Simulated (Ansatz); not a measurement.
The starting structures come from a database of crystals and need not be the phases stable at ambient conditions.

 Where the default PAW files enter, the runs use the earlier of Ansatz's two default sets.

Tunnelling through a barrier is set by its complex band structure: the current falls as exp(−2κd) with the smallest κ.

Consider the following.

```xyz
20
Lattice="4.6380 0.0000 0.0000 0.0000 5.6917 0.0000 0.0000 0.0000 12.7079" Properties=species:S:1:pos:R:3 pbc="T T T"
Ba     1.2550     1.0495    10.9022
Ba     1.0640     4.6421     4.5483
Ba     3.5740     1.7963     1.8057
Ba     3.3830     3.8954     8.1596
Si     3.7982     3.9644    11.7806
Si     3.1589     1.7273     5.4267
Si     1.4792     4.5731     0.9273
Si     0.8399     1.1186     7.2813
O      3.5239     2.3895    11.5179
O      3.4332     3.3021     5.1640
O      1.2049     0.4563     1.1900
O      1.1141     5.2354     7.5439
O      3.4808     4.9993    10.5796
O      3.4762     0.6923     4.2256
O      1.1618     3.5382     2.1283
O      1.1572     2.1535     8.4823
O      1.5267     1.5756     5.8131
O      0.7924     4.1161    12.1671
O      3.8457     1.2703     6.8948
O      3.1114     4.4214     0.5408
```

Space group of this cell: P2_12_12_1. The cell is taken as given; by r2SCAN its mean pressure is -4.0 GPa.

Transport runs along the normal of the first two printed cell vectors.

The gap is the functional's own. No spin-orbit coupling. Mid-gap values are interpolated on the energy grid.

Compute, with r2SCAN (Ansatz, an electronic-structure program), the band gap and the smallest decay constant κ at mid-gap.

Gap 5.12 eV on a 8×6×4 mesh; κ = 0.408 1/Å, at the zone centre.
